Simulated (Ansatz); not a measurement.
## A computed series for Cu: pressure series

Start from Cu in the fcc (Cu type) structure (space group Fm-3m, No. 225; a = 3.5179 Å).

Cell and atoms are relaxed at each pressure.

Calculations: LDA (Ansatz, a first-principles code), without spin-orbit coupling.

Notes on the quantities. enthalpy: H = E + PV relative to the base's energy.

| variant | density | enthalpy | shortest interatomic distance |
|---|---|---|---|
| base | 9.69 g/cm³ | – | 2.488 Å |
| pressure −2 GPa | 9.59 g/cm³ | -0.14 eV/atom | 2.497 Å |
| pressure −1 GPa | 9.64 g/cm³ | -0.07 eV/atom | 2.492 Å |
| pressure 0.9 GPa | 9.74 g/cm³ | +0.06 eV/atom | 2.484 Å |
| pressure 2.1 GPa | 9.80 g/cm³ | +0.14 eV/atom | 2.479 Å |
| pressure 4.5 GPa | 9.92 g/cm³ | +0.30 eV/atom | 2.469 Å |
| pressure 9 GPa | 10.12 g/cm³ | +0.60 eV/atom | 2.452 Å |
| pressure 15 GPa | (withheld) | +0.98 eV/atom | (withheld) |
| pressure 22.5 GPa | 10.65 g/cm³ | +1.45 eV/atom | 2.411 Å |
| pressure 30 GPa | 10.91 g/cm³ | +1.91 eV/atom | 2.391 Å |

Q: Some entries are withheld; estimate them.

A: 
- pressure 15 GPa, density: 10.37 g/cm³
- pressure 15 GPa, shortest interatomic distance: 2.432 Å

Load acts through the strain it causes; cell and atoms are relaxed under it. Stability against distortions was not tested. Competing high-pressure phases were not computed. The final runs are not spin-polarised.
